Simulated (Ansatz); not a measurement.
The parent structure is MgO in the rock salt structure (space group Fm-3m, No. 225; a = 4.2044 Å). Axes: x, y, z lie along the cube axes.

Computed with Ansatz (a first-principles code), r2SCAN, PAW, cutoff 500 eV, scalar-relativistic without spin-orbit coupling.

Base values:

| Quantity | Value |
|---|---|
| Electron mass | 0.36 mₑ (at Γ) |
| Valence-band top at Γ | 0.00, 0.00, 0.00 eV |

It is then changed as follows: compressive biaxial strain of 2.50 % in the plane normal to [111], as in epitaxy on a mismatched substrate; the out-of-plane cell vector and the atoms relax.

**Question.** Estimate the effect on the electron mass, valence-band top at Γ, ratio −ε⊥/ε∥ and in-plane stress.

**Answer.** The electron mass changes from 0.36 mₑ (at Γ) to 0.36 mₑ out of plane, 0.39 mₑ in plane (at Γ); the valence-band top at Γ (three highest levels, from the VBM) goes from 0.00, 0.00, 0.00 eV to 0.00, 0.00, -0.28 eV; the ratio −ε⊥/ε∥ comes out as 0.33; the mean in-plane stress (compression positive) amounts to +11.6 GPa.

The levels and masses belong to the bands next to the band gap. Effective masses come from finite differences of ±0.01 Å⁻¹. No phonon test of stability was made.
